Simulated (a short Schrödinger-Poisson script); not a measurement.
# MOS inversion layer, SiO2 on p-type Si(111)

Stack: MOS inversion layer, SiO2 on p-type Si(111), at 300 K.

| layer | material | thickness (nm) | Na (cm⁻³) |
|---|---|---|---|
| 1 | SiO2 | 2.4 | - |
| 2 | Si | 440 | 9.3e17 |

Constants are typed, rounded textbook-type inputs, not results; the design itself was drawn at random and stands for no fabricated device. SiO2: permittivity 3.9, conduction-band edge (eV) 3.15, gap (eV) 9, electron mass (mₑ) 0.5. Si: permittivity 11.7, conduction-band edge (eV) 0, gap (eV) 1.124, Nv at 300 K (cm⁻³) 3.1e19.

Channel valleys (confinement mass, in-plane density-of-states mass, number): Δ6 0.258, 0.358, 6. At the gate the conduction-band edge of layer 1 lies 3.53 eV − eVg above the Fermi level of the channel; the field vanishes at the back. Gaps are held at their typed values at every temperature. Mesh 0.03 nm at interfaces.

Solved with a short Schrödinger-Poisson script written for these runs: 1D Poisson equation in equilibrium, electrons quantum, Hartree (BenDaniel-Duke, 12 states a valley, the channel's in-plane mass for all, wave functions free to enter the dielectric), parabolic valleys, classical holes, full ionisation, no traps, pinning or gate leakage.

| Vg (V) | electrons (cm⁻²) | C (μF/cm²) | Δ6 E0 (meV) | Δ6 E1 (meV) |
|---|---|---|---|---|
| 0.5 | 1.64e7 | 0.257 | 366.5 | 479.0 |
| 0.6 | 3.28e8 | 0.248 | 289.0 | 405.9 |
| 0.7 | 6.65e9 | 0.263 | 211.1 | 332.2 |
| 0.8 | 9.88e10 | 0.511 | 141.3 | 266.2 |
| 0.9 | 4.75e11 | 0.876 | 100.4 | 228.9 |
| 1 | 1.05e12 | 1.03 | 79.6 | 211.3 |
| 1.1 | 1.70e12 | 1.10 | 66.7 | 201.5 |
| 1.2 | 2.39e12 | 1.14 | 57.5 | 195.2 |
| 1.3 | 3.11e12 | 1.17 | 50.3 | 190.8 |
| 1.4 | 3.84e12 | 1.18 | 44.4 | 187.7 |
| 1.5 | 4.58e12 | 1.20 | 39.4 | 185.4 |
| 1.6 | 5.34e12 | 1.21 | 35.1 | 183.6 |
| 1.7 | 6.09e12 | 1.22 | 31.2 | 182.2 |
| 1.8 | 6.86e12 | 1.23 | 27.7 | 181.2 |
| 1.9 | 7.63e12 | 1.24 | 24.5 | 180.4 |
| 2 | 8.41e12 | 1.24 | 21.5 | 179.8 |
| 2.1 | 9.18e12 | 1.25 | 18.7 | 179.4 |
| 2.2 | 9.97e12 | 1.25 | 16.2 | 179.0 |

Gate voltages with under 1e6 electrons/cm² are left out.

Subbands count from the Fermi level.
